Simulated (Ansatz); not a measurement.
Base system: PbTe in the rock salt structure (space group Fm-3m, No. 225; a = 6.442 Å). Axes: x, y, z lie along the cube axes.

Computed with PBEsol/PAW in Ansatz (an electronic-structure program), scalar-relativistic without spin-orbit coupling.

The change: the cell is stretched by 1.50 % along z with no lateral relaxation; the atoms relax in the strained cell.

**Question.** Predict the stress tensor and what it implies for the stiffness.

**Answer.** Stress of the strained cell less that of the base (GPa, compression positive):
```
  -0.07    0.00    0.00
   0.00   -0.07    0.00
   0.00    0.00   -1.71
```

Then −Δσ_ii/ε with ε = 0.0150 gives secant stiffness values (nonlinear terms included at this strain): C33 ≈ 114 GPa.

Whether these cells are dynamically stable was not tested.
